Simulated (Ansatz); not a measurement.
# A computed series for CdTe: response to strain

The reference is CdTe in the rock salt structure (space group Fm-3m, No. 225; a = 6.0005 Å; relaxed with 0.1 eV smearing). Axes: x, y, z lie along the cube axes.

Strains are applied to the cell and any free atomic positions relax; under biaxial strain the out-of-plane vector relaxes too.

All numbers come from PBEsol/PAW in Ansatz (an electronic-structure program), scalar-relativistic without spin-orbit coupling.

Notes on the quantities. energy relative to the base: free energy F.

| variant | energy relative to the base | volume per atom | space group |
|---|---|---|---|
| base | 0 meV/atom | 27.01 Å³ | Fm-3m (No. 225) |
| biaxial strain +3.35 %, plane normal [001], relaxed out of plane | +19 meV/atom | 28.31 Å³ | I4/mmm (No. 139) |
| biaxial strain −0.18 %, plane normal [110], relaxed out of plane | 0.0 meV/atom | … | Immm (No. 71) |
| isotropic strain −2.95 % | +42 meV/atom | 24.69 Å³ | Fm-3m (No. 225) |
| isotropic strain −2.30 % | +25 meV/atom | 25.19 Å³ | Fm-3m (No. 225) |
| uniaxial strain ε_yy = +5.32 % | +19 meV/atom | 28.44 Å³ | I4/mmm (No. 139) |
| tensor shear ε_xy = +0.38 % | +0.1 meV/atom | 27.01 Å³ | Immm (No. 71) |

Some entries are withheld; estimate them.


- biaxial strain −0.18 %, plane normal [110], relaxed out of plane, volume per atom: 26.96 Å³

Whether these cells are dynamically stable was not tested. All final runs are without spin polarisation. This is not the structure that CdTe has at room temperature and ambient pressure.
